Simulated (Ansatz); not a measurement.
Take CdSe in the zinc blende structure (space group F-43m, No. 216; a = 6.133 Å) as the base. Axes: x, y, z lie along the cube axes.

Computed with r2SCAN (Ansatz, a first-principles code), scalar-relativistic without spin-orbit coupling, earlier PAW set.

Strains are applied to the cell and any free atomic positions relax; under biaxial strain the out-of-plane vector relaxes too.

One change was made to it. Results:

| quantity | base | after |
|---|---|---|
| shortest interatomic distance | 2.656 Å | 2.667 Å |
| energy relative to the base (free energy F) | 0 meV/atom | +1.8 meV/atom |

Question: Name the change that was made.
A) biaxial strain −4.63 %, plane normal [001], relaxed out of plane
B) strain tensor (xx, yy, zz, yz, xz, xy) = (−0.26, −0.12, +1.90, +0.48, +0.35, −0.11) %
C) isotropic strain −0.59 %

Answer: B, strain tensor (xx, yy, zz, yz, xz, xy) = (−0.26, −0.12, +1.90, +0.48, +0.35, −0.11) %. For comparison, the shortest interatomic distance in the other runs: isotropic strain −0.59 % gives 2.640 Å; biaxial strain −4.63 %, plane normal [001], relaxed out of plane gives 2.634 Å.

Stability against distortions was not tested.
